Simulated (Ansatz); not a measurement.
We consider Sr₂SnO₄ (I4/mmm, No. 139), described by PBEsol (PAW; Ansatz, a program for electronic structure).

Numerical settings: plane-wave cutoff 500 eV, 14×14×14 k mesh, Fermi–Dirac smearing 0.05 eV, scalar-relativistic PAW data made under PBE.

Computed at the level's own relaxed cell.

Task: Estimate the volume per atom, equilibrium lattice constant a, lattice parameter c and band gap that the calculation returns.

Result: 
* **volume per atom**: 14.74 Å³/atom
* **equilibrium lattice constant a**: 4.059 Å
* **lattice parameter c**: 12.519 Å
* **band gap**: 2.86 eV (on the SCF k mesh)

Note: the relaxation could not lower the start's symmetry, so the cell can be a saddle point above a distorted one.

Spin–orbit coupling is not included.

Cost on a shared machine: around 7 core-minutes (rough).
